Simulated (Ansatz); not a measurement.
Model glasses of amorphous ZrO2, 62 to 67 atoms (Zr20O40 before any change). Each row is one cell at a composition chosen by hand, melted whole on the CHGNet potential with the anions pushed apart under 1.9 Å, quenched within some picoseconds, far faster than a real film, and relaxed with PBE, scalar-relativistic without spin-orbit coupling (plane waves to 420 eV, PAW; Ansatz, an electronic-structure program). Each is the lower in DFT energy of 2 quenches. Cycles of charging and discharging were tried on some cells ahead of these points, and a cell that came back lower was taken. The column on the box says what of it was relaxed with the atoms; held means as the quench left it. Cells that kept moments or hold spare charge are left out.

At the relaxed places, the spacing of the highest filled and the lowest empty level was computed at the zone centre with PBE and with HSE06, without spin polarisation. A level counts as spread where PBE shares it among more than a fifth of the atoms; else the element of the atom with the largest weight is named. Formal charges balance in every cell (each cation at its usual highest valence, Cu and Ag at +1, Sb at +3, H at +1, O at −2, N at −3, F and Cl at −1). Exact exchange is cut at the faces of these small cells, which leaves the hybrid a finite-size error. Where a level is localised, the spacing isn't the band gap.

```csv
cell,change,box,highest filled on,lowest empty on,"spacing, PBE (eV)","spacing, HSE06 (eV)"
Zr20O43Mo,"+1 Mo, +3 O",volume and shape,O,Mo,2.15,3.39
Zr20O43W,"+3 O, +1 W",shape,O,W,2.39,3.68
Zr20O41Ag2,"+2 Ag, +1 O",shape,Ag,spread,3.19,4.67
Zr20O43B2,"+2 B, +3 O",volume and shape,spread,spread,3.32,4.86
Zr20O41K2,"+2 K, +1 O",volume and shape,O,spread,3.42,withheld
Zr20O41Be,"+1 Be, +1 O",shape,O,spread,3.52,5.04
Zr20O41Zn,"+1 O, +1 Zn",shape,O,Zr,3.54,5.04
Zr20O41Sr,"+1 O, +1 Sr",shape,O,spread,3.61,5.14
Zr20O45P2,"+5 O, +2 P",shape,O,spread,3.72,5.24
```

Question: Fit a straight line of the last column on the one before it through the 8 full rows, and predict the withheld value for Zr20O41K2.

Answer: Means: x = 3.180, y = 4.632. Slope = Σ(Δx Δy) / Σ(Δx²) = 2.8960 / 2.4264 = 1.194; intercept = 4.632 − (1.194) × 3.180 = 0.835 eV; r.m.s. residual 0.028 eV. Prediction: 0.835 + (1.194) × 3.42 = 4.92 eV. The run gave 4.90 eV, a miss of 0.02 eV, within the residual.
